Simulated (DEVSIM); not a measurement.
Structure: abrupt Si p-n junction, at 300 K.

| layer (left to right) | material | thickness (μm) | Nd (cm⁻³) | Na (cm⁻³) | τn (s) | τp (s) |
|---|---|---|---|---|---|---|
| 1 | Si | 23.0 | - | 1.4e18 | 9.2e-6 | 9.2e-6 |
| 2 | Si | 3.60 | 1.3e15 | - | 9.2e-6 | 9.2e-6 |

Left contact: ohmic. Right contact: ohmic. Voltage is applied to the left contact. Recombination: SRH at mid-gap, radiative. Mobility is μmin + (μ − μmin)/(1 + (N/Nref)^α).

Constants are typed, rounded textbook-type inputs, not results; the design itself was drawn at random and stands for no fabricated device. Values at 300 K.

```tsv
parameter	Si
gap (eV)	1.124
affinity (eV)	4.05
permittivity	11.7
Nc (cm⁻³)	2.86e19
Nv (cm⁻³)	3.1e19
μn (cm²/Vs)	1417
μp (cm²/Vs)	470
μn,min	52
μp,min	45
Nref,n	9.7e16
Nref,p	2.2e17
αn	0.68
αp	0.72
B (cm³/s)	4.7e-15
```

DEVSIM, 1D drift-diffusion, Boltzmann statistics, complete ionisation; no tunnelling, impact ionisation, image-force lowering or self-heating.

Q: Tabulate band edges, carrier densities and field at zero bias.

A: Energies count from the Fermi level of the right contact; mesh points crowd at the junctions.

```
x (μm)   Ec (eV)  Ev (eV)  n (cm⁻³)  p (cm⁻³)  field (V/cm)
-------  -------  -------  --------  --------  ------------
0.000      1.044   -0.080     < 1e2    1.4e18           ≈ 0
0.03733    1.044   -0.080     < 1e2    1.4e18           ≈ 0
0.1263     1.044   -0.080     < 1e2    1.4e18           ≈ 0
0.3598     1.044   -0.080     < 1e2    1.4e18           ≈ 0
1.279      1.044   -0.080     < 1e2    1.4e18           ≈ 0
3.301      1.044   -0.080     < 1e2    1.4e18           ≈ 0
8.122      1.044   -0.080     < 1e2    1.4e18           ≈ 0
18.12      1.044   -0.080     < 1e2    1.4e18           ≈ 0
21.10      1.044   -0.080     < 1e2    1.4e18           ≈ 0
22.27      1.044   -0.080     < 1e2    1.4e18           ≈ 0
22.72      1.044   -0.080     < 1e2    1.4e18           ≈ 0
22.93      1.044   -0.080     < 1e2    1.4e18           ≈ 0
22.99      1.043   -0.081     < 1e2    1.3e18         -3700
23.02      0.954   -0.170      2700    4.3e16        -25000
23.11      0.794   -0.330   1300000    8.9e13        -14000
23.31      0.552   -0.572    1.5e10     7.7e9        -10000
23.82      0.275   -0.849    6.9e14    170000         -1300
24.94      0.258   -0.866    1.3e15     89000           ≈ 0
26.14      0.258   -0.866    1.3e15     89000           ≈ 0
26.43      0.258   -0.866    1.3e15     89000           ≈ 0
26.55      0.258   -0.866    1.3e15     89000           ≈ 0
26.60      0.258   -0.866    1.3e15     89000           ≈ 0
```
